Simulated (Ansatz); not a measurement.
Base system: BAs in the zinc blende structure (space group F-43m, No. 216; a = 4.732 Å). Axes: x, y, z lie along the cube axes.

Level of theory: DFT with LDA, PAW potentials and a 420 eV plane-wave cutoff in Ansatz (a program for electronic structure), scalar-relativistic without spin-orbit coupling.

Base values:

The band gap is 1.11 eV. The smallest direct gap comes out as 3.29 eV.

Modification: uniaxial strain ε_zz = −1.00 %, all other strain components held at zero, atoms relaxed at fixed cell.

Q: Predict the new energy relative to the base.

A: The energy increases by 1.2 meV/atom.

Q: What does the calculation give for the stress after the change?

A: The stress (xx, yy, zz, yz, xz, xy; compression positive) is (0.79, 0.79, 2.93, 0.00, 0.00, 0.00) GPa.

Q: What happens to the band gap?

A: The band gap shrinks by 0.162 eV, from 1.11 eV to 0.94 eV.

Q: How does this affect the smallest direct gap?

A: The smallest direct gap shrinks by 0.09 eV to 3.20 eV.

Whether these cells are dynamically stable was not tested.
